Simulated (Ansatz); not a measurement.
## BaZrO3 under a change: isotropic strain −1.20 %

The parent structure is BaZrO₃ in the cubic perovskite structure (space group Pm-3m, No. 221; a = 4.181 Å).

It is then changed as follows: the cell is scaled by 0.9880 in all directions; the atoms relax in the strained cell.

Calculations: PBEsol (Ansatz, a first-principles code), without spin-orbit coupling. k-mesh 8×8×8 (Γ-centred); smearing 0.05 eV (Fermi–Dirac).

The volume per atom falls by 0.52 Å³ to 14.09 Å³ and the space group remains Pm-3m (No. 221). The energy grows by 10 meV/atom and the pressure goes up by 6.394 GPa (-0.01 GPa → 6.39 GPa). The band gap goes up by 0.08 eV to 3.25 eV (an upper bound: an edge found on the path is not a true extremum; the base alone).

Cost of the whole job for the changed cell (relaxation, final SCF and bands): around 8 core-seconds (rough).

No phonon test of stability was made.
